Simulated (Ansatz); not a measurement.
# Pressure series in CoSi2

The reference is CoSi2 (space group Fm-3m, No. 225; a = 5.315 Å; non-magnetic).

Cell and atoms are relaxed at each pressure.

All numbers come from Ansatz (a program for electronic structure), r2SCAN, PAW, cutoff 500 eV, no spin-orbit coupling, earlier PAW set.

| P (GPa) | V (Å³/atom) |
|---|---|
| -1.99 | 12.640 |
| -0.99 | 12.574 |
| 1.81 | 12.398 |
| 4.22 | 12.257 |
| 8.99 | 12.001 |
| 17.99 | 11.585 |
| 29.98 | 11.127 |
| 44.99 | 10.659 |
| 59.99 | 10.272 |

A third-order Birch–Murnaghan fit to these points gives V₀ = 12.51 Å³/atom, B₀ = 199 GPa and B₀′ = 4.3. At pressure 60 GPa the volume is 82.1 % of V₀.

Load acts through the strain it causes; cell and atoms are relaxed under it. Stability against distortions was not tested. Competing high-pressure phases were not computed. Seeded moments were not kept for the base. All final runs are without spin polarisation. An odd electron count without spin: CoSi2.
